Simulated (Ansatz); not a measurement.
K on the Li site in ferroelectric LiNbO3 (start: the Li site; 120-site cell, 2×2×2 Γ-centred sampling). All values below come from PBE, PAW (plane waves to 420 eV; Ansatz, a program for electronic structure). Total energies of the localised charge states, counted from that of charge +1, and their image corrections (point charge with alignment); the host's valence-band maximum lies at 6.930 eV on the cells' energy zero and its gap is 3.53 eV.

```
charge         moment (μB)  E − E(first) (eV)  correction (eV)
------  ------------------  -----------------  ---------------
+1                     1.0              0.000            0.176
0       not spin-polarised              7.287            0.000
```

Problem. Derive the transition levels above the valence-band maximum and say which of them are thermodynamic.

Solution. A level is the Fermi energy at which two charges have equal formation energy: ε(q/q′) = [E(q′) + corr(q′) − E(q) − corr(q)] / (q − q′) − E_VBM.
ε(+1/0) = [(7.287 + 0.000) − (0.000 + 0.176)] / 1 − 6.930 = 0.18 eV
Thermodynamic levels at least 0.1 eV inside the gap: (+1/0) at 0.18 eV. They hold to tenths of an eV in this cell. Charges with a result: +1, 0, −1. Others weren't obtained, and one of them could lie lower, also by skipping a charge. At charge −1 the carrier sat in host band states, shallow at most. Flagged in the runs: a host whose relaxation on this sampling wasn't shown to rest, a strain field that reaches the edge of the cell.
